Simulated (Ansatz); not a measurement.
Functionals compared on the (111) surface of fcc Ag, clean 1x1 (bottom of the slab: a bare face, its two planes held), in Ansatz (plane waves, PAW). The structure was relaxed with PBE; the other rows are single points on it. Cutoff 420 eV (500 eV for r2SCAN).

Model: 6-atom slab, 12.0 Å thick at the start with caps and adatoms (thin: gaps and levels are the slab's own), 15x15x1 mesh, Fermi-Dirac 0.1 eV, dipole correction, 2 atoms held, the rest relaxed; held to the start's symmetry, so lower structures may exist; no spin, no spin-orbit, no U. These notes are the PBE run's.

```csv
functional,work function of the top face (eV),rough cost of the single point
PBE,4.45,–
LDA,4.87,around 16 core-seconds (rough)
PBEsol,4.58,around 14 core-seconds (rough)
RPBE,4.25,about 17 core-seconds (a rough figure)
r2SCAN,4.40,very roughly 30 core-seconds
```

Ansatz is a first-principles code.
